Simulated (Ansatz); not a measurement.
## Harmonic thermodynamics of CdTe in the zinc blende structure

Per mole of formula units at the relaxed static volume; finite displacements on a 6×6×6 mesh, Ansatz (a first-principles code), r2SCAN functional, plane-wave PAW, k mesh 6×6×6; sums on an interpolated 12×12×12 mesh. Dynamical quadrupoles are not included in the interpolation of the phonons between the solved wave vectors. Spin-orbit coupling is not included. Zero-point energy 3.55 kJ/mol.

```
T (K)  F_vib (kJ/mol)  S (J/mol/K)  C_V (J/mol/K)
-----  --------------  -----------  -------------
100              1.45         45.1           41.2
150             -1.27         62.8           45.6
200             -4.76         76.2           47.4
250             -8.85         86.9           48.3
300            -13.42         95.7           48.7
400            -23.73        109.8           49.2
600                 …            …              …
800            -75.31        144.2           49.7
1000          -105.30        155.3           49.8
```

Problem. Complete the blanks.

Solution. 
- 600, F_vib (kJ/mol): -47.84
- 600, S (J/mol/K): 129.9
- 600, C_V (J/mol/K): 49.6

The crystal is held in this phase throughout; melting and phase transitions are not modelled.

The PAW data sets were generated under PBE and serve the other functionals too.
